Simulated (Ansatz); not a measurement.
# What Cd → Cu does to CdSe

Take CdSe in the wurtzite structure (space group P6_3mc, No. 186; a = 4.3397 Å, c = 7.0783 Å) as the base.

It is then changed as follows: Cu takes the place of Cd on all its sites, then cell and atoms are relaxed.

Calculations: r2SCAN (Ansatz, a first-principles code, PAW, no SOC), earlier PAW set. Settings: 14×14×7 k-points, 0.05 eV Fermi–Dirac smearing, for the changed cell.

| quantity | base | changed | shift |
|---|---|---|---|
| volume per atom | 28.86 Å³ | 20.11 Å³ | -8.75 Å³ |
| c/a ratio | 1.631 | 1.742 | +0.111 |
| space group | P6_3mc (No. 186) | P6_3mc (No. 186) | – |
| shortest interatomic distance | 2.655 Å | 2.352 Å | -0.303 Å |
| band gap | 1.10 eV | zero | – |

Final structure:

```
CuSe
1.0
    3.76352     0.00000     0.00000
   -1.88176     3.25930     0.00000
    0.00000     0.00000     6.55648
Cu Se
2 2
Cartesian
  1.88176   1.08643   6.50385
  0.00000   2.17287   3.22561
  1.88176   1.08643   4.15173
  0.00000   2.17287   0.87349
```

No phonon test of stability was made. As relaxed here, CuSe is a hypothetical phase, not in the database extracts checked. All final runs are without spin polarisation.
